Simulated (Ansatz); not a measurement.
The parent structure is Sc in the fcc (Cu type) structure (space group Fm-3m, No. 225; a = 4.553 Å).

Method: Kohn–Sham DFT with the PBEsol functional, run in Ansatz (an electronic-structure program) with PAW and 420 eV plane waves, no SOC.

Before the change:

Lattice parameter a: 4.553 Å

It is then changed as follows: a hydrostatic pressure of 3 GPa.

Question: What does the calculation give for the lattice parameter a after the change?

Answer: The lattice parameter a falls by 0.077 Å (4.553 Å → 4.476 Å).

Load acts through the strain it causes; cell and atoms are relaxed under it. No phonon test of stability was made. The final runs are not spin-polarised. This is not the structure that Sc has at room temperature and ambient pressure.
